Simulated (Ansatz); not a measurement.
Take SiC in the zinc blende structure (space group F-43m, No. 216; a = 4.3563 Å) as the base.

Computed with r2SCAN/PAW in Ansatz (a first-principles code), scalar-relativistic without spin-orbit coupling.

One change was made to it. Results:

The volume per atom decreases by 0.59 Å³ (10.33 Å³ → 9.74 Å³); the hole mass (degenerate bands, along [100]) goes from 0.35, 0.57, 0.57 mₑ (at Γ) to 0.38, 0.58, 0.58 mₑ (at Γ); the gap character is still indirect, Γ → X.

Q: Name the change that was made.
A) pressure 4.5 GPa
B) pressure 15 GPa
C) pressure 2.1 GPa
D) pressure 30 GPa
E) pressure −1 GPa

A: B, pressure 15 GPa. For comparison, the hole mass in the other runs: pressure −1 GPa gives 0.35, 0.57, 0.57 mₑ (at Γ); pressure 2.1 GPa gives 0.36, 0.57, 0.57 mₑ (at Γ); pressure 4.5 GPa gives 0.36, 0.57, 0.57 mₑ (at Γ); pressure 30 GPa gives 0.41, 0.58, 0.58 mₑ (at Γ).

Load acts through the strain it causes; cell and atoms are relaxed under it. Effective masses come from finite differences of ±0.01 Å⁻¹. Stability against distortions was not tested. Competing high-pressure phases were not computed.
